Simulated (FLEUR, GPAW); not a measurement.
A FLEUR input for a self-consistent single point of LuAgO₂ (R-3m, 4 atoms in the cell) (DFT, LDA (Vosko-Wilk-Nusair), all-electron FLAPW (FLEUR), scalar-relativistic valence):

Input of the input generator:

```
scf LuAgO2
&input film=f /
1.6867999128 0.9738741110 6.1966300429
-1.6867999128 0.9738741110 6.1966300429
0.0000000000 -1.9477490401 6.1966299143
1.8897261246
1.0 1.0 1.0

4
71 0.5000000000 0.5000000000 0.5000000000
47 0.0000000000 0.0000000000 0.0000000000
8 0.8888960000 0.8888960000 0.8888960000
8 0.1111040000 0.1111040000 0.1111040000

&comp jspins=1 /
&exco xctyp='vwn' /
&kpt div1=9 div2=9 div3=9 /
&end /
```

```xml
<?xml version="1.0" encoding="UTF-8" standalone="no"?>
<fleurInput fleurInputVersion="0.39">
   <comment>
      scf LuAgO2                                                                                          
   </comment>
   <calculationSetup>
      <cutoffs Kmax="4.6" Gmax="18.4" GmaxXC="18.4" numbands="0"/>
      <scfLoop itmax="80" minDistance="0.00001" maxIterBroyd="99" imix="Anderson" alpha="0.05" precondParam="0.0" spinf="2.0"/>
      <coreElectrons ctail="T" frcor="F" kcrel="0" coretail_lmax="0"/>
      <xcFunctional name="vwn" relativisticCorrections="F"/>
      <magnetism jspins="1"/>
      <soc l_soc="F" theta="0.0" phi="0.0" spav="F"/>
      <expertModes spex="0" secvar="F"/>
      <geometryOptimization l_f="T" forcealpha="1.0" forcemix="BFGS" epsdisp="0.00001" epsforce="0.00001"/>
      <ldaU l_linMix="F" mixParam="0.05" spinf="1.0"/>
   </calculationSetup>
   <cell>
      <bzIntegration valenceElectrons="54.0" mode="hist" fermiSmearingEnergy="0.00183747">
         <kPointListSelection listName="default-1"/>
         <!-- k-points included here -->
         <xi:include xmlns:xi="http://www.w3.org/2001/XInclude" href="kpts.xml"> </xi:include>
      </bzIntegration>
      <!-- symmetry operations included here -->
      <xi:include xmlns:xi="http://www.w3.org/2001/XInclude" href="sym.xml"> </xi:include>
      <bulkLattice scale="1.0">
         <bravaisMatrix>
            <row-1>    3.1875898621911616     1.8403553496283001    11.7099336765493476</row-1>
            <row-2>   -3.1875898621911616     1.8403553496283001    11.7099336765493476</row-2>
            <row-3>    0.0000000000000000    -3.6807122452415428    11.7099334335305674</row-3>
         </bravaisMatrix>
      </bulkLattice>
   </cell>
   <atomSpecies>
      <species name="Lutetium (Lu)" element="Lu" atomicNumber="71">
         <mtSphere radius="2.58" gridPoints="889" logIncrement="0.015"/>
         <atomicCutoffs lmax="10" lnonsphr="8"/>
         <electronConfig flipSpins="F">
            <coreConfig>(1s1/2) (2s1/2) (2p1/2) (2p3/2) (3s1/2) (3p1/2) (3p3/2) (4s1/2) (3d3/2) (3d5/2) (4p1/2) (4p3/2) (4d3/2) (4d5/2)</coreConfig>
            <valenceConfig>(5s1/2) (5p1/2) (5p3/2) (6s1/2) (4f5/2) (4f7/2) (5d3/2) (5d5/2)</valenceConfig>
            <stateOccupation state="(5d3/2)" spinUp="0.2" spinDown="0.2"/>
            <stateOccupation state="(5d5/2)" spinUp="0.3" spinDown="0.3"/>
         </electronConfig>
         <energyParameters s="6" p="6" d="5" f="4"/>
         <lo type="SCLO" l="0" n="5" eDeriv="0"/>
         <lo type="SCLO" l="1" n="5" eDeriv="0"/>
      </species>
      <species name="Silver (Ag)" element="Ag" atomicNumber="47">
         <mtSphere radius="2.33" gridPoints="803" logIncrement="0.016"/>
         <atomicCutoffs lmax="10" lnonsphr="8"/>
         <electronConfig flipSpins="F">
            <coreConfig>(1s1/2) (2s1/2) (2p1/2) (2p3/2) (3s1/2) (3p1/2) (3p3/2) (4s1/2) (3d3/2) (3d5/2)</coreConfig>
            <valenceConfig>(4p1/2) (4p3/2) (5s1/2) (4d3/2) (4d5/2)</valenceConfig>
            <stateOccupation state="(5s1/2)" spinUp="0.5" spinDown="0.5"/>
         </electronConfig>
         <energyParameters s="5" p="5" d="4" f="4"/>
         <lo type="SCLO" l="1" n="4" eDeriv="0"/>
         <lo type="HELO" l="2" n="5" eDeriv="0"/>
      </species>
      <species name="Oxygen (O)" element="O" atomicNumber="8">
         <mtSphere radius="1.31" gridPoints="453" logIncrement="0.023"/>
         <atomicCutoffs lmax="6" lnonsphr="4"/>
         <electronConfig flipSpins="F">
            <coreConfig>(1s1/2)</coreConfig>
            <valenceConfig>(2s1/2) (2p1/2) (2p3/2)</valenceConfig>
            <stateOccupation state="(2p1/2)" spinUp="0.6666666666667" spinDown="0.6666666666667"/>
            <stateOccupation state="(2p3/2)" spinUp="1.3333333333333" spinDown="1.3333333333333"/>
         </electronConfig>
         <energyParameters s="2" p="2" d="3" f="4"/>
      </species>
   </atomSpecies>
   <atomGroups>
      <atomGroup species="Lutetium (Lu)">
         <relPos label="                   1">1.000/2.000 1.000/2.000 1.000/2.000</relPos>
         <force calculate="T" relaxXYZ="TTT"/>
      </atomGroup>
      <atomGroup species="Silver (Ag)">
         <relPos label="                   2">.0000000000 .0000000000 .0000000000</relPos>
         <force calculate="T" relaxXYZ="TTT"/>
      </atomGroup>
      <atomGroup species="Oxygen (O)">
         <relPos label="                   3">-.1111040000 -.1111040000 -.1111040000</relPos>
         <relPos label="                   4">.1111040000 .1111040000 .1111040000</relPos>
         <force calculate="T" relaxXYZ="TTT"/>
      </atomGroup>
   </atomGroups>
   <output dos="F" band="F" slice="F">
      <checks vchk="F" cdinf="F"/>
      <bandDOS minEnergy="-.5*Htr" maxEnergy="0.5*Htr" sigma="0.015" storeEVData="T"/>
      <vacuumDOS vacdos="F" integ="F" star="F" nstars="0" locx1="0.0" locy1="0.0" locx2="0.0" locy2="0.0" nstm="0" tworkf="0.0"/>
      <unfoldingBand unfoldBand="F" supercellX="1" supercellY="1" supercellZ="1"/>
      <plotting iplot="0" polar="F">
         <plot TwoD="T" vec1="  1.0  0.0  0.0" vec2="  0.0  1.0  0.0" vec3="  0.0  0.0  1.0" zero="  0.0  0.0  0.0" file="plot"/>
      </plotting>
      <chargeDensitySlicing numkpt="0" minEigenval="0.0" maxEigenval="0.0" nnne="0" pallst="F"/>
      <specialOutput eonly="F"/>
      <magneticCircularDichroism mcd="F" energyLo="-10.0" energyUp="0.0"/>
   </output>
  <!-- We include the file relax.xml here to enable relaxations (see documentation) -->
  <xi:include xmlns:xi="http://www.w3.org/2001/XInclude" href="relax.xml"> <xi:fallback/> </xi:include>
</fleurInput>
```

Write the same calculation as an input for GPAW.

This is the input that was run; spellings and numerical settings could be chosen otherwise.

```python
from ase import Atoms
from ase.units import GPa
from gpaw import GPAW, PW, FermiDirac

atoms = Atoms(['Lu', 'Ag', 'O', 'O'],
              cell=[[1.686800, 0.973874, 6.196630],
                    [-1.686800, 0.973874, 6.196630],
                    [0.000000, -1.947749, 6.196630]],
              positions=[[0.000000, -0.000000, 9.294945],
                         [0.000000, 0.000000, 0.000000],
                         [-0.000000, -0.000001, 16.524479],
                         [0.000000, -0.000000, 2.065411]],
              pbc=True)

calc = GPAW(mode=PW(900),
            xc='LDA',
            kpts=(9, 9, 9),
            occupations=FermiDirac(0.05),
            nbands=-4,
            convergence={'forces': 0.001, 'bands': -2},
            symmetry={'symmorphic': False, 'tolerance': 0.0005},
            maxiter=120,
            txt='-')

atoms.calc = calc

energy = atoms.get_potential_energy()
print('Energy (eV):', round(energy, 6))
forces = atoms.get_forces()
print('Forces (eV/Ang):')
print(forces.round(5))
stress = atoms.get_stress()
print('Stress (GPa, Voigt):', (stress / GPa).round(4))
```

Basis settings and potentials, where a program has them, do not carry over. This input uses DFT LDA (Perdew-Wang 92), plane waves, GPAW PAW datasets LDA (gpaw-data 1.0.1). LDA parametrisations can differ slightly between programs.

The starting cell comes from a database of computed structures (which also holds hypothetical and non-ambient phases and stackings), without a prior relaxation at this level.
